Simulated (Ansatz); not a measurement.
Base system: SiC in the wurtzite structure (space group P6_3mc, No. 186; a = 3.092 Å, c = 5.074 Å).

The values are results of Ansatz (a program for electronic structure), PBE, PAW, cutoff 420 eV, no spin-orbit coupling, earlier PAW set, not measurements.

Before the change:

* **Width of the top valence band**: 3.85 eV
* **Band gap**: 2.31 eV
* **Pressure**: 0.00 GPa
* **Electron mass**: 0.27 mₑ along c, 0.44 mₑ across (at K)

The change: the cell is scaled by 1.0334 in all directions; the atoms relax in the strained cell.

Question: Estimate the effect on the width of the top valence band.

Answer: The width of the top valence band falls by 0.312 eV to 3.53 eV.

Question: How does this affect the band gap?

Answer: The band gap rises by 0.17 eV to 2.48 eV.

Question: What happens to the pressure?

Answer: The pressure (mean of the normal stresses, compression positive) goes from zero to -17.30 GPa.

Question: What happens to the electron mass?

Answer: The electron mass goes from 0.27 mₑ along c, 0.44 mₑ across (at K) to 0.28 mₑ along c, 0.46 mₑ across (at K).

Effective masses come from finite differences of ±0.01 Å⁻¹. No phonon test of stability was made.
